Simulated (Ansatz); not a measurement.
Computed with PBE (plane waves to 420 eV, PAW; Ansatz, an electronic-structure program).

Plane-averaged electrostatic potential energy along the normal, in eV from the Fermi level, for Co on the 1x1 (0001) surface of hcp Ru, one in a 2x2 cell, started at the site 'hollow Ru-Ru-Ru over Ru at depth 2.1 Å':

```tsv
z (Å)	V (eV)
5.10	5.01
5.38	5.01
5.67	5.01
5.95	5.01
6.23	5.00
6.52	4.99
6.80	4.96
7.08	4.90
7.37	4.79
7.65	4.55
7.93	4.07
8.22	3.09
8.50	1.08
8.78	-3.66
9.07	-13.84
9.35	-24.30
9.63	-27.90
9.92	-22.10
10.20	-11.18
10.48	-3.36
10.77	-3.27
11.05	-10.87
11.33	-21.94
11.62	-28.21
11.90	-25.23
12.18	-15.07
12.47	-5.03
12.75	-1.83
13.03	-5.22
13.32	-15.36
13.60	-25.39
13.88	-28.07
14.17	-21.54
14.45	-10.41
14.73	-2.94
15.02	-2.83
15.30	-10.15
15.58	-21.23
15.87	-27.83
16.15	-25.21
16.43	-15.26
16.72	-5.07
17.00	-1.26
17.28	-1.03
17.57	-1.18
17.85	-0.56
18.13	0.96
18.42	2.60
18.70	3.36
18.98	3.65
19.27	3.79
19.55	3.86
19.83	3.90
20.12	3.92
20.40	3.93
20.68	3.93
20.97	3.93
21.25	3.93
21.53	3.93
21.82	3.93
22.10	3.93
```

Model: 17-atom slab, 6.3 Å thick at the start under the adsorbate (thin: gaps and levels are the slab's own), 6x6x1 mesh, Fermi-Dirac 0.1 eV, dipole correction, 8 atoms held, the rest relaxed; start symmetry kept, larger cells not searched; spin-polarised, no spin-orbit, no U, no dispersion correction. At the end it is bonded to 3 Ru. In PBE it is, or lies within 0.03 eV of, the lowest of the starts that converged.

Q: The surface cell has an area of 25.66 Å². What dipole along the normal does the step between the two vacuum levels imply?

A: the top vacuum level lies 1.08 eV below the bottom one; p = −ε₀ A ΔV (ε₀ = 0.005526 e/(V·Å)) gives 0.15 e·Å a cell.
